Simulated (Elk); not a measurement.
Worked example: self-consistent single point of Si2Mo (I4/mmm, 3 atoms in the cell) in Elk

Method of the run: Elk with PBE, all-electron FP-LAPW, Elk's shipped species files, APW+lo basis with extra local orbitals.

The input file:

```
tasks
  0

xctype
  20

tforce
  .true.

rgkmax
  7.5

gmaxvr
  18.0

lmaxapw
  10

lmaxo
  8

nxlo
  2

lorbcnd
  .true.

lradstp
  2

nrmtscf
  2.0

rmtscf
  0.98

lmaxi
  4

swidth
  0.00367493

maxscl
  100

scale
  8.654442797

avec
   -0.3546579419    0.3546579419    0.8651216611
    0.3546579419   -0.3546579419    0.8651216611
    0.3546579419    0.3546579419   -0.8651216611

atoms
  2
  'Si.in'
  2
  0.6645700000  0.6645700000  0.0000000000    0.0 0.0 0.0
  0.3354300000  0.3354300000  0.0000000000    0.0 0.0 0.0
  'Mo.in'
  1
  0.0000000000  0.0000000000  0.0000000000    0.0 0.0 0.0

ngridk
  11 11 11
```

Output, abridged:

```
│ Elk code version 10.2.4 │

All units are atomic (Hartree, Bohr, etc.)

│ Ground-state run starting from atomic densities │

Lattice vectors :
  -3.069366871       3.069366871       7.487145928
   3.069366871      -3.069366871       7.487145928
   3.069366871       3.069366871      -7.487145928

Unit cell volume      :    282.1459961
Brillouin zone volume :   0.8791555325

Muffin-tin inner radius fraction :   0.1000000000E-01

Nuclei treated as point charges

Species :    1 (Si)
 parameters loaded from : Si.in
 name : silicon
 nuclear charge    :   -14.00000000
 electronic charge :    14.00000000
 atomic mass :    51196.73454
 muffin-tin radius :    2.156000000
 number of radial points in muffin-tin :    799
 atomic positions (lattice), magnetic fields (Cartesian) :
   1 :  -0.33543000 -0.33543000  0.00000000    0.00000000  0.00000000  0.00000000
   2 :   0.33543000  0.33543000  0.00000000    0.00000000  0.00000000  0.00000000

Species :    2 (Mo)
 parameters loaded from : Mo.in
 name : molybdenum
 nuclear charge    :   -42.00000000
 electronic charge :    42.00000000
 atomic mass :    174887.9212
 muffin-tin radius :    2.548000000
 number of radial points in muffin-tin :   1199
 atomic positions (lattice), magnetic fields (Cartesian) :
   1 :   0.00000000  0.00000000  0.00000000    0.00000000  0.00000000  0.00000000

Total number of atoms per unit cell :    3

Spin treatment :
 spin-unpolarised

Number of Bravais lattice symmetries :   16
Number of crystal symmetries         :   16
Crystal has inversion symmetry
Real symmetric eigensolver will be used

k-point grid :     11    11    11
k-point offset :    0.000000000       0.000000000       0.000000000
k-point set is reduced with full crystal symmetry group
Total number of k-points :      126

Muffin-tin radius times maximum |G+k| :    7.500000000
 using average radius
Maximum |G+k| for APW functions       :    3.279883382
   [... lines left out ...]
 potential will be trimmed for |G| > 2 gkmax
Constant for pseudocharge density :   11
Radial integration step length :    2

G-vector grid sizes :     50    50    50
Number of G-vectors :    27819

Maximum angular momentum used for
 APW functions                      :   10
 outer part of muffin-tin           :    8
 inner part of muffin-tin           :    4

Total nuclear charge    :   -70.00000000
Total core charge       :    48.00000000
Total valence charge    :    22.00000000
Total excess charge     :    0.000000000
Total electronic charge :    70.00000000

Effective Wigner radius, rₛ :   0.9872544064

Number of empty states         :   12
Total number of valence states :   23
Total number of core states    :   48

Conduction state local-orbitals added automatically
Total number of local-orbitals :  309

Exchange-correlation functional :     20     0     0
 Perdew-Burke-Ernzerhof, Phys. Rev. Lett. 77, 3865 (1996)
 gradient requirement :    1
 generalised gradient approximation (GGA)

Smearing type :    3
 Fermi-Dirac
Smearing width :   0.3674930000E-02
Effective electronic temperature (K) :    1160.451112

Mixing type :    3
 Broyden mixing, J. Phys. A: Math. Gen. 17, L317 (1984)

Kohn-Sham potential initialised from atomic data
│ Self-consistent loop started │
│ Loop number : 1 │
 total energy                :     -4624.98570972
│ Loop number : 2 │
 total energy                :     -4625.40053174
RMS change in Kohn-Sham potential (target) :   0.3690723879     (  0.1000000000E-05)
Absolute change in total energy (target)   :   0.4148220169     (  0.1000000000E-03)
│ Loop number : 3 │
 total energy                :     -4625.15907180
RMS change in Kohn-Sham potential (target) :   0.3635401340     (  0.1000000000E-05)
Absolute change in total energy (target)   :   0.1377544407     (  0.1000000000E-03)
│ Loop number : 4 │
 total energy                :     -4628.32655563
RMS change in Kohn-Sham potential (target) :   0.1776426107     (  0.1000000000E-05)
Absolute change in total energy (target)   :    3.133045223     (  0.1000000000E-03)
│ Loop number : 5 │
 total energy                :     -4629.50123438
RMS change in Kohn-Sham potential (target) :   0.6187211329E-01 (  0.1000000000E-05)
Absolute change in total energy (target)   :    1.957940053     (  0.1000000000E-03)
   [... lines left out ...]
Absolute change in total energy (target)   :   0.6543628842E-03 (  0.1000000000E-03)
│ Loop number : 13 │
 total energy                :     -4629.75805284
RMS change in Kohn-Sham potential (target) :   0.2929118255E-05 (  0.1000000000E-05)
Absolute change in total energy (target)   :   0.6882785119E-03 (  0.1000000000E-03)
│ Loop number : 14 │
 total energy                :     -4629.75789247
RMS change in Kohn-Sham potential (target) :   0.3674875203E-06 (  0.1000000000E-05)
Absolute change in total energy (target)   :   0.3324354830E-03 (  0.1000000000E-03)
│ Loop number : 15 │
 total energy                :     -4629.75787108
RMS change in Kohn-Sham potential (target) :   0.1235165012E-06 (  0.1000000000E-05)
Absolute change in total energy (target)   :   0.1044965993E-03 (  0.1000000000E-03)
│ Loop number : 16 │
 total energy                :     -4629.75786154
RMS change in Kohn-Sham potential (target) :   0.7133036641E-07 (  0.1000000000E-05)
Absolute change in total energy (target)   :   0.3566552186E-04 (  0.1000000000E-03)
Convergence targets achieved

│ Loop number : 17 │

Energies :
 Fermi                       :     0.438599457667
 sum of eigenvalues          :     -2715.38632831
 electron kinetic            :      4779.90978517
 core electron kinetic       :      4672.99228071
 Coulomb                     :     -9243.84299236
 Coulomb potential           :     -7279.67555562
 nuclear-nuclear             :     -490.249983050
 electron-nuclear            :     -10227.5104630
 Hartree                     :      1473.91745369
 Madelung                    :     -5604.00521455
 xc potential                :     -215.620557862
 exchange                    :     -162.477660058
 correlation                 :     -3.34658433442
 electron entropic           :    -0.412313945334E-03
 total energy                :     -4629.75786389

Density of states at Fermi energy :    8.767653768
 (states/Hartree/unit cell)

Estimated indirect band gap :   0.3855169129E-02
 from k-point    105 to k-point    121
Estimated direct band gap   :   0.1525482281E-01
 at k-point    123

Charges :
 core                        :    48.00000000
 valence                     :    22.00000000
 interstitial                :    5.114004450
 muffin-tins (core leakage)
  species :    1 (Si)
   atom    1                 :    12.15912576     (  0.1672063894E-02)
   atom    2                 :    12.15912576     (  0.1672063894E-02)
  species :    2 (Mo)
   atom    1                 :    40.56774403     (  0.4690282474E-06)
 total in muffin-tins        :    64.88599555
 total calculated charge     :    69.99666630
 total charge                :    70.00000000
 error                       :   0.3333696942E-02

│ Self-consistent loop stopped │

Forces :
 species :    1 (Si)
  atom :    1
   Hellmann-Feynman          :    -0.00000000    0.00000000    0.01892585
   IBS                       :     0.00000000    0.00000000   -0.01900486
   total force               :     0.00000000    0.00000000   -0.00007901
   total magnitude           :     0.00007901
  atom :    2
   Hellmann-Feynman          :     0.00000000    0.00000000   -0.01892585
   IBS                       :    -0.00000000    0.00000000    0.01900486
   total force               :     0.00000000    0.00000000    0.00007901
   total magnitude           :     0.00007901
 species :    2 (Mo)
  atom :    1
   Hellmann-Feynman          :     0.00000000    0.00000000    0.00000000
   IBS                       :     0.00000000    0.00000000    0.00000000
   total force               :     0.00000000    0.00000000    0.00000000
   total magnitude           :     0.00000000
```

The run converged in 17 iterations. The count includes the last loop, which Elk runs after its targets are met.

The starting cell comes from a database of computed structures (which also holds hypothetical and non-ambient phases and stackings), without a prior relaxation at this level. Its lattice was rescaled by a random factor within 2.5 % of one. Spin polarisation is off. Values depend on the basis (sphere radii, cutoffs, local orbitals), which need not be converged. The log's line on a gap gives a spacing of levels on this mesh, which the program prints for metals too.

Cost on one core of a shared machine: roughly 4 min.
